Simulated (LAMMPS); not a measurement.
MD of Ni (fcc) at zero pressure over temperature, 256 atoms; each row names its start.

Computed with MD with a machine-learned potential, pair style snap, file Ni_Zuo_JPCA2020.snap (LAMMPS).

```json
[
 {"T (K), start": "100, crystal", "state": "crystal; no diffusion seen in 15 ps", "volume": "10.9540 ± 0.0001 Å³/atom", "enthalpy": "-5.7547 ± 0.0001 eV/atom", "first peak of g(r)": "2.49 Å, height 14.6", "coordination number": "12.0 (counted to 3.02 Å)", "D(Ni)": "-"},
 {"T (K), start": "300, crystal", "state": "crystal; no diffusion seen in 15 ps", "volume": "11.0246 ± 0.0007 Å³/atom", "enthalpy": "-5.7026 ± 0.0005 eV/atom", "first peak of g(r)": "2.49 Å, height 8.7", "coordination number": "12.0 (counted to 3.02 Å)", "D(Ni)": "-"},
 {"T (K), start": "1040, crystal", "state": "crystal; no diffusion seen in 15 ps", "volume": "11.276 ± 0.003 Å³/atom", "enthalpy": "-5.505 ± 0.002 eV/atom", "first peak of g(r)": "2.48 Å, height 4.6", "coordination number": "12.0 (counted to 3.06 Å)", "D(Ni)": "-"},
 {"T (K), start": "1300, crystal", "state": "crystal; no diffusion seen in 15 ps", "volume": "11.368 ± 0.003 Å³/atom", "enthalpy": "-5.433 ± 0.002 eV/atom", "first peak of g(r)": "2.49 Å, height 4.1", "coordination number": "12.1 (counted to 3.10 Å)", "D(Ni)": "-"},
 {"T (K), start": "1560, crystal", "state": "crystal; no diffusion seen in 15 ps", "volume": "11.469 ± 0.003 Å³/atom", "enthalpy": "-5.356 ± 0.002 eV/atom", "first peak of g(r)": "2.49 Å, height 3.8", "coordination number": "12.1 (counted to 3.10 Å)", "D(Ni)": "-"},
 {"T (K), start": "1810, crystal", "state": "crystal; no diffusion seen in 15 ps", "volume": "11.571 ± 0.004 Å³/atom", "enthalpy": "-5.280 ± 0.003 eV/atom", "first peak of g(r)": "2.48 Å, height 3.5", "coordination number": "12.3 (counted to 3.18 Å)", "D(Ni)": "-"},
 {"T (K), start": "950, melt", "state": "slow or partial motion within 30 ps, no clear phase", "volume": "11.45 ± 0.02 Å³/atom", "enthalpy": "-5.42 ± 0.01 eV/atom", "first peak of g(r)": "2.46 Å, height 4.0", "coordination number": "12.6 (counted to 3.18 Å)", "D(Ni)": "-"},
 {"T (K), start": "1380, melt", "state": "liquid", "volume": "11.743 ± 0.003 Å³/atom", "enthalpy": "-5.246 ± 0.002 eV/atom", "first peak of g(r)": "2.43 Å, height 3.2", "coordination number": "12.8 (counted to 3.30 Å)", "D(Ni)": "(1.09 ± 0.06) × 10^-5 cm²/s"},
 {"T (K), start": "1560, melt", "state": "liquid", "volume": "11.836 ± 0.004 Å³/atom", "enthalpy": "-5.188 ± 0.001 eV/atom", "first peak of g(r)": "2.42 Å, height 3.1", "coordination number": "13.0 (counted to 3.34 Å)", "D(Ni)": "(2.11 ± 0.09) × 10^-5 cm²/s"},
 {"T (K), start": "1730, melt", "state": "liquid", "volume": "11.949 ± 0.005 Å³/atom", "enthalpy": "-5.127 ± 0.003 eV/atom", "first peak of g(r)": "2.40 Å, height 3.0", "coordination number": "12.9 (counted to 3.34 Å)", "D(Ni)": "(2.8 ± 0.1) × 10^-5 cm²/s"},
 {"T (K), start": "1900, melt", "state": "liquid", "volume": "12.037 ± 0.005 Å³/atom", "enthalpy": "-5.075 ± 0.002 eV/atom", "first peak of g(r)": "2.40 Å, height 2.8", "coordination number": "13.1 (counted to 3.38 Å)", "D(Ni)": "(3.9 ± 0.1) × 10^-5 cm²/s"},
 {"T (K), start": "2160, melt", "state": "liquid", "volume": "12.187 ± 0.006 Å³/atom", "enthalpy": "-4.994 ± 0.002 eV/atom", "first peak of g(r)": "2.41 Å, height 2.6", "coordination number": "12.6 (counted to 3.34 Å)", "D(Ni)": "(5.1 ± 0.5) × 10^-5 cm²/s"},
 {"T (K), start": "2420, melt", "state": "liquid", "volume": "12.348 ± 0.007 Å³/atom", "enthalpy": "-4.909 ± 0.001 eV/atom", "first peak of g(r)": "2.38 Å, height 2.6", "coordination number": "13.1 (counted to 3.42 Å)", "D(Ni)": "(6.7 ± 0.5) × 10^-5 cm²/s"}
]
```

Measured linear expansion coefficient: 13.40 1e-6/K at 293 K (Kaye and Laby Online (NPL), 2.3.5 Thermal expansion).

Measured melting point: 1728 K (Wikipedia, Melting points of the elements (data page)).

Caution (rows 1040, crystal; 1300, crystal; 1560, crystal; 1810, crystal; 1380, melt; 1560, melt; 1730, melt; 1900, melt; 2160, melt; 2420, melt): a run this short can hold a crystal over, or a liquid under, the potential's own melting point, which these runs don't give.

Caution (row 1810, crystal): this crystal lies over the measured melting point of 1728 K, so it is superheated or the potential melts high.

Caution (rows 950, melt; 1560, melt): enthalpy drifts during the constant-pressure average: a transition or slow ageing; fluctuation values are void.

Caution (rows 1380, melt; 1560, melt): this liquid lies under the measured melting point of 1728 K, so it is undercooled or the potential melts low.

From the crystal rows between 100 and 300 K, estimate the mean linear expansion coefficient and the heat capacity. The slope of ln V over three gives 11 × 10^-6 /K, and dH/dT = 3.0 kB/atom. Nuclei are classical here, so the heat capacity stays near 3 kB/atom, where a real crystal's falls off below its Debye temperature.

Fit an Arrhenius law to the diffusion of Ni in the liquid. ln D against 1/T from 1380 to 2420 K gives an activation energy of 0.49 eV and D0 = 0.00072 cm²/s.

States go by the mean squared displacement: a species diffuses where it passes 1.5 Å², still rises and gives D over 1e-6 cm²/s; a crystal has left its structure where atoms lie 0.35 Å off their sites on average or a cubic box changes its shape by 3 %, or the axial ratios of another lie 8 % off the starting cell's, which the potential's own relaxation can also do.

Errors of D are the spread over four groups of atoms in one short run; a floor of about 5 %, a picked value, is safer.

Errors shown are sampling errors alone.
